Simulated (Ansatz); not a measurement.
The reference is Ru in the hcp (Mg type) structure (space group P6_3/mmc, No. 194; a = 2.7222 Å, c = 4.2908 Å).

It is then changed as follows: a negative pressure, −1 GPa.

Levels (all Ansatz, a first-principles code, PAW): PBE (420 eV, scalar-relativistic without spin-orbit coupling); r2SCAN (500 eV, scalar-relativistic without spin-orbit coupling).

The geometry is relaxed with PBE.

- PBE pressure: -1.0 GPa

Problem. How does going to r2SCAN change the pressure?

Solution. The pressure shrinks by 6.5 GPa to -7.5 GPa.

Single points use the geometry relaxed with PBE. Their cutoffs differ, which shifts pressures a little. Load acts through the strain it causes; cell and atoms are relaxed under it. Whether these cells are dynamically stable was not tested. The final runs are not spin-polarised.
